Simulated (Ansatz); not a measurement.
CaAlHO2 (model structure, started from the SrVO2H type, P4/mmm, No. 123, 5 atoms in the cell) was calculated with PBE in Ansatz (PAW).

The input as run:

Ansatz 0.2 input:
```yaml
crystal:
  lattice:
    - [3.7661424726, 0.0, 0.0]
    - [0.0, 3.7661424726, 0.0]
    - [0.0, 0.0, 3.4849535422]
  atoms:
    - { symbol: Ca, position: [0.5, 0.5, 0.5] }
    - { symbol: Al, position: [0.0, 0.0, 0.0] }
    - { symbol: O, position: [0.5, 0.0, 0.0] }
    - { symbol: O, position: [0.0, 0.5, 0.0] }
    - { symbol: H, position: [0.0, 0.0, 0.5] }
basis:
  ecutwfc: 520
  ecutrho_ratio: 4
  xc_grid: 2
kpoints:
  mp_grid: { grid: [10, 10, 10] }
  band_path:
    path:
      - [0.0, 0.0, 0.0]
      - [0.0, 0.0625, 0.0]
      - [0.0, 0.125, 0.0]
      - [0.0, 0.1875, 0.0]
      - [0.0, 0.25, 0.0]
      - [0.0, 0.3125, 0.0]
      - [0.0, 0.375, 0.0]
      - [0.0, 0.4375, 0.0]
      - [0.0, 0.5, 0.0]
      - [0.0625, 0.5, 0.0]
      - [0.125, 0.5, 0.0]
      - [0.1875, 0.5, 0.0]
      - [0.25, 0.5, 0.0]
      - [0.3125, 0.5, 0.0]
      - [0.375, 0.5, 0.0]
      - [0.4375, 0.5, 0.0]
      - [0.5, 0.5, 0.0]
      - [0.458333, 0.458333, 0.0]
      - [0.416667, 0.416667, 0.0]
      - [0.375, 0.375, 0.0]
      - [0.333333, 0.333333, 0.0]
      - [0.291667, 0.291667, 0.0]
      - [0.25, 0.25, 0.0]
      - [0.208333, 0.208333, 0.0]
      - [0.166667, 0.166667, 0.0]
      - [0.125, 0.125, 0.0]
      - [0.083333, 0.083333, 0.0]
      - [0.041667, 0.041667, 0.0]
      - [0.0, 0.0, 0.055556]
      - [0.0, 0.0, 0.111111]
      - [0.0, 0.0, 0.166667]
      - [0.0, 0.0, 0.222222]
      - [0.0, 0.0, 0.277778]
      - [0.0, 0.0, 0.333333]
      - [0.0, 0.0, 0.388889]
      - [0.0, 0.0, 0.444444]
      - [0.0, 0.0, 0.5]
      - [0.0, 0.0625, 0.5]
      - [0.0, 0.125, 0.5]
      - [0.0, 0.1875, 0.5]
      - [0.0, 0.25, 0.5]
      - [0.0, 0.3125, 0.5]
      - [0.0, 0.375, 0.5]
      - [0.0, 0.4375, 0.5]
      - [0.0, 0.5, 0.5]
      - [0.0625, 0.5, 0.5]
      - [0.125, 0.5, 0.5]
      - [0.1875, 0.5, 0.5]
      - [0.25, 0.5, 0.5]
      - [0.3125, 0.5, 0.5]
      - [0.375, 0.5, 0.5]
      - [0.4375, 0.5, 0.5]
      - [0.5, 0.5, 0.5]
      - [0.458333, 0.458333, 0.5]
      - [0.416667, 0.416667, 0.5]
      - [0.375, 0.375, 0.5]
      - [0.333333, 0.333333, 0.5]
      - [0.291667, 0.291667, 0.5]
      - [0.25, 0.25, 0.5]
      - [0.208333, 0.208333, 0.5]
      - [0.166667, 0.166667, 0.5]
      - [0.125, 0.125, 0.5]
      - [0.083333, 0.083333, 0.5]
      - [0.041667, 0.041667, 0.5]
      - [0.0, 0.5, 0.055556]
      - [0.0, 0.5, 0.111111]
      - [0.0, 0.5, 0.166667]
      - [0.0, 0.5, 0.222222]
      - [0.0, 0.5, 0.277778]
      - [0.0, 0.5, 0.333333]
      - [0.0, 0.5, 0.388889]
      - [0.0, 0.5, 0.444444]
      - [0.5, 0.5, 0.055556]
      - [0.5, 0.5, 0.111111]
      - [0.5, 0.5, 0.166667]
      - [0.5, 0.5, 0.222222]
      - [0.5, 0.5, 0.277778]
      - [0.5, 0.5, 0.333333]
      - [0.5, 0.5, 0.388889]
      - [0.5, 0.5, 0.444444]
    npoints: 1
hamiltonian:
  xc: pbe
  dispersion: none
  pseudopotentials: { kind: paw }
scf:
  occupations: { method: fermi_dirac, width: 0.01 }
  convergence: { dr2_threshold: 0.0000000005 }
output:
  forces: true
  stress: true
  eigenvalues: true
  write_bands: true
```

From the output:

```
Crystal: 5 atoms, lattice volume = 49.430 Å³
Basis set: ecut = 520 eV, 1313 PW (Γ), exchange–correlation on 60×60×54 points (8 copies of the dense FFT grid, shifted against one another)
Bands: 18, of which v1, the nominal top of the filled ones, is band 13 counted from 1 (12 counted from 0)
Symmetry: 16 space group operations
Space group: P4/mmm (ITA 123), of the structure as read, at distance tolerance 3.7e-5 Å
k-points: 126 of 1000
Functional: x = pbe(κ = 0.804, μ = 0.2195149727645171), c = pbe(β = 0.06672455060314922)
SCF iter   1: F=—  HF=-3511.315956 eV  |F-HF|=—  |Δ(HF+E_count)|=         —  Δρ=3.10e-3  dr2=2.41e-3
SCF iter   2: F=—  HF=-3511.316091 eV  |F-HF|=—  |Δ(HF+E_count)|=   1.35e-4  Δρ=1.67e-3  dr2=1.03e-3
  ...
SCF iter   7: F=—  HF=-3511.316096 eV  |F-HF|=—  |Δ(HF+E_count)|=  6.64e-10  Δρ=2.19e-6  dr2=1.88e-9
SCF iter   8: F=-3511.316096 eV  HF=-3511.316096 eV  |F-HF|=1.36e-12  |Δ(HF+E_count)|=  3.31e-10  Δρ=1.37e-7  dr2=6.69e-12
SCF 1 converged in 8 iterations: F = -3511.316096 eV  dr2 = 6.69e-12
SCF converged after 8 iterations
Free energy (F): -3511.316096 eV
Internal energy: -3511.316096 eV  (E = F + TS)
E sigma→0 (E₀):  -3511.316096 eV
Fermi energy:    10.153128 eV
--- Forces (eV/Å), atoms counted from 1 ---
  atom   1  Ca     0.00000000    -0.00000000     0.00000000
  atom   2  Al     0.00000000     0.00000000     0.00000000
  atom   3  O     -0.00000000     0.00000000     0.00000000
  atom   4  O      0.00000000     0.00000000     0.00000000
  atom   5  H     -0.00000000     0.00000000     0.00000000
--- Stress (GPa, compression-positive) ---
       -0.000015       0.000000       0.000000
        0.000000      -0.000015       0.000000
        0.000000       0.000000       0.000054
  P = ⅓ Tr σ = 0.0000 GPa (0.000 kbar)
```

Note: the relaxation could raise the start's symmetry but not lower it, so the cell can be a saddle point.

Computing time: roughly 12 core-seconds.

A model structure was made by putting elements into a prototype or built by hand; it is no filed structure, need not be a known phase, and can be a saddle point held by its symmetry.

Ansatz is a quantum-chemistry and plane-wave program.
